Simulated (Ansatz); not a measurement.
# A computed series for hypothetical Im-3m C: carrier doping

The reference is C (space group Im-3m, No. 229; a = 4.362 Å; a hypothetical phase, not in the database extracts checked).

Carriers are added at fixed cell with a uniform background; the Fermi–Dirac width is that of 300 K.

All numbers come from plane-wave PAW DFT at the PBEsol level (Ansatz, a first-principles code, 420 eV), no SOC.

Notes on the quantities. Fermi level from band edge: Fermi level relative to the doped band's edge (positive inside the band; to 0.05 eV).

| case | Fermi level from band edge | gap between the host's bands |
|---|---|---|
| undoped | – | 2.45 eV |
| electrons 2.0×10^21 cm⁻³ | +0.40 eV | 2.39 eV |
| electrons 7.0×10^21 cm⁻³ | +0.80 eV | 2.26 eV |
| electrons 1.0×10^22 cm⁻³ | +1.00 eV | 2.21 eV |
| electrons 2.0×10^22 cm⁻³ | +1.50 eV | 2.09 eV |
| holes 2.0×10^21 cm⁻³ | +0.30 eV | 2.51 eV |
| holes 7.0×10^21 cm⁻³ | +0.70 eV | 2.66 eV |
| holes 1.0×10^22 cm⁻³ | +0.90 eV | 2.74 eV |
| holes 2.0×10^22 cm⁻³ | +1.30 eV | 3.01 eV |

Carriers are added with a uniform compensating background; total energy and stress of such cells depend on the potential's zero and are not compared; many-body gap narrowing is missing at this level. Gaps are read on the SCF mesh and a high-symmetry path. Stability against distortions was not tested.
